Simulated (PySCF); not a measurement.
PySCF 2.14.0, WB97X/def2-svp, df: Ga(OH)(SH)2 ([OH][Ga]([SH])[SH]), 7 atoms. The geometry is a generated start, not checked to be a minimum at this level.

| Property | Value |
|---|---|
| task | energy |
| method | wb97x |
| basis | def2-svp |
| two-electron scheme | density fitting |
| mol.max_memory | 3000 MB |
| mf.max_cycle | 100 |
| mf.init_guess | minao (default) |
| mf.DIIS | CDIIS (default) |
| mf.diis_space | 8 (default) |
| mf.conv_tol | 1e-09 (default) |
| mf.grids.level | 3 (default) |
| basis functions | 97 |
| grid points | 102176 |

```xyz
7

Ga     0.0593     0.0857    -0.1913
O      1.5372    -0.7769    -0.0443
H      2.2497    -1.1117     0.4941
S     -1.2924     0.3206     1.5939
H     -0.6487    -0.6394     2.2498
S     -0.3717     0.7985    -2.2470
H     -1.5334     1.3232    -1.8553
```

One run each on 2 threads, 1 BLAS thread. Values of level_shift (Hartree) tried: 0 (default), 0.1, 0.3, 1.

Q: Predict the course of the Fock builds along this series.

A: Fewest Fock builds, within one of each other: 0 (default) with 13, 0.1 with 14. The count rises to 26 at 1. All converge to one solution.

```
level_shift (Hartree)  Fock builds            end
---------------------  -----------  -------------
0 (default)                     13  same solution
0.1                             14  same solution
0.3                             16  same solution
1                               26  same solution
```
